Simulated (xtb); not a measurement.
xtb 6.7.1, GFN2-xTB: Au(I)(SMe2) (C[S](C)->[Au][I]), 11 atoms. The geometry is a generated start, not checked to be a minimum at this level.

```yaml
run_flags: --grad
method: GFN2-xTB
"--acc": 1 (default)
"--etemp (K)": 300 (default)
basis_functions: 44
valence_electrons: 38
```

```xyz
11

Au     0.8331     1.2023    -1.7402
I      2.1746     3.1218    -2.7205
C     -1.4423     0.3470     0.5113
S     -0.4244    -0.5594    -0.6911
C      0.7761    -1.3039     0.4521
H     -0.8167     1.0023     1.1098
H     -1.9592    -0.3726     1.1402
H     -2.1650     0.9308    -0.0503
H      1.2441    -0.5331     1.0564
H      1.5246    -1.8135    -0.1474
H      0.2551    -2.0218     1.0796
```

Charge 0 and multiplicity 1 are set for this test and not shown to be the ground state.

One run each on 1 thread. Values of broydamp tried: 0.02, 0.05, 0.1, 0.2, 0.4 (default), 0.6, 0.8, 1.

Task: Which value of broydamp needs the fewest SCC iterations, and what happens away from it?

Result: Fewest SCC iterations, within one of each other: 0.4 (default) with 12, 0.6 with 12, 0.8 with 12, 1 with 12. The count rises to 19 at 0.02. All converge to one solution.

```csv
broydamp,SCC iterations,end
0.02,19,same solution
0.05,17,same solution
0.1,15,same solution
0.2,14,same solution
0.4 (default),12,same solution
0.6,12,same solution
0.8,12,same solution
1,12,same solution
```
